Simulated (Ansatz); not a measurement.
HfSi (model structure, started from the CsCl type, Pm-3m, No. 221, 2 atoms in the cell): bulk modulus B0 by level of theory

No measured value is used here.

| level (code) | value (GPa) | cell (Å³/atom) |
|---|---|---|
| LDA (Ansatz) | [?] | 16.73 |
| PBEsol (Ansatz) | 135 | 17.16 |
| r²SCAN (Ansatz) | 129 | 17.52 |

Complete the blanks.


- LDA (Ansatz, a quantum-chemistry and plane-wave program), value (GPa): 142

Density-functional levels without +SOC have no spin–orbit coupling. LDA, PBEsol, r²SCAN: the bulk modulus is −V dP/dV from two relaxed cells at ±2 % in volume. Each level is taken at its own relaxed cell. Cutoffs differ between the levels. Ansatz's density-functional and Hartree–Fock values are scalar-relativistic unless marked +SOC, with PAW data made under PBE.

A model structure was made by putting elements into a prototype or built by hand; it is no filed structure, need not be a known phase, and can be a saddle point held by its symmetry.
